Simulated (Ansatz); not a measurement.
A computed series for TaN: response to strain

Consider TaN (space group P6/mmm, No. 191; a = 5.2017 Å, c = 2.9061 Å). Axes: x lies along a and z along c of the hexagonal cell.

Strains are applied to the cell and any free atomic positions relax.

Computed with PBEsol, PAW, 420 eV (Ansatz, a program for electronic structure; no spin-orbit coupling).

Candidates:
(a) uniaxial strain ε_xx = +3.57 %
(b) strain tensor (xx, yy, zz, yz, xz, xy) = (−2.05, −2.06, −1.88, −0.10, +1.01, +1.02) %
(c) strain tensor (xx, yy, zz, yz, xz, xy) = (+0.77, −0.65, +1.91, −0.66, −0.54, +0.94) %
(d) isotropic strain −0.36 %
(e) tensor shear ε_yz = −0.93 %

Notes on the quantities. energy relative to the base: free energy F.

Task: Order them by energy relative to the base, lowest first.

Result: (d) isotropic strain −0.36 % (+1.3 meV/atom), (e) tensor shear ε_yz = −0.93 % (+2.5 meV/atom), (c) strain tensor (xx, yy, zz, yz, xz, xy) = (+0.77, −0.65, +1.91, −0.66, −0.54, +0.94) % (+13 meV/atom), (a) uniaxial strain ε_xx = +3.57 % (+17 meV/atom), (b) strain tensor (xx, yy, zz, yz, xz, xy) = (−2.05, −2.06, −1.88, −0.10, +1.01, +1.02) % (+49 meV/atom)

Without a gap, meshes like the base's 10×10×16 leave anisotropic stresses uncertain by several tenths of a GPa, and small strain energies with them. Whether these cells are dynamically stable was not tested. The final runs are not spin-polarised. This is not the structure that TaN has at room temperature and ambient pressure.
